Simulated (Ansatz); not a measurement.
The parent structure is Cu₃N (space group Pm-3m, No. 221; a = 3.827 Å).

Calculations: PBE in Ansatz (plane waves to 420 eV, PAW, no SOC).

Before the change:

The hole mass comes out as 0.14, 0.14, 2.1 mₑ (at R), the gap character is indirect, R → M and the pressure is -0.01 GPa. The smallest direct gap comes out as 0.75 eV.

One thing is altered: every lattice vector is stretched by 4.94 %; the atoms relax in the strained cell.

Problem. What happens to the hole mass, energy relative to the base, gap character, pressure and smallest direct gap?

Solution. The hole mass (degenerate bands, along [100]) becomes 0.25, 0.25, 2.4 mₑ (at R) (base: 0.14, 0.14, 2.1 mₑ (at R)); the energy goes up by 93 meV/atom; the gap character goes from indirect, R → M to indirect, R → Γ; the pressure shrinks by 11.90 GPa (-0.01 GPa → -11.91 GPa); the smallest direct gap rises by 0.38 eV, from 0.75 eV to 1.13 eV.

Effective masses come from finite differences of ±0.01 Å⁻¹. No phonon test of stability was made. All final runs are without spin polarisation.

Ansatz is a quantum-chemistry and plane-wave program.
